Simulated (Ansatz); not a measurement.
The starting structures come from a database of crystals and need not be the phases stable at ambient conditions.

 Where the default PAW files enter, the runs use the earlier of Ansatz's two default sets.

# Evanescent states of SnO$_{2}$ (Pa-3, not sure to be the ambient phase, 12 atoms a cell, 11.6 Å³ an atom, -9 GPa at this level) along the normal of (110)

Level of theory: r2SCAN (plane waves, PAW; Ansatz, a program for electronic structure).

No gap correction and no spin-orbit coupling; mid-gap values are interpolated between computed energies.

Energies count from the valence-band top; κ is the least over a 6×4 mesh across the current.

```
E (eV)  κ (1/Å)  where
------  -------  -----
0.04      0.077      Γ
0.10      0.092      Γ
0.17      0.103      Γ
0.24      0.110      Γ
0.32      0.114      Γ
0.39      0.117      Γ
0.46      0.117      Γ
0.53      0.116      Γ
0.59      0.114      Γ
0.67      0.110      Γ
0.73      0.105      Γ
0.81      0.098      Γ
0.88      0.089      Γ
0.94      0.077      Γ
1.01      0.062      Γ
1.08      0.037      Γ
```

Task: How thick must the barrier be to attenuate the transmission by 10^4 when the electrodes' Fermi level lies at 0.10 eV, and what attenuation does that film give at 0.59 eV?

Result: d = 4 ln 10 / (2 × 0.092) = 50.1 Å. At 0.59 eV it gives 4 × 0.114/0.092 = 5.0 decades.
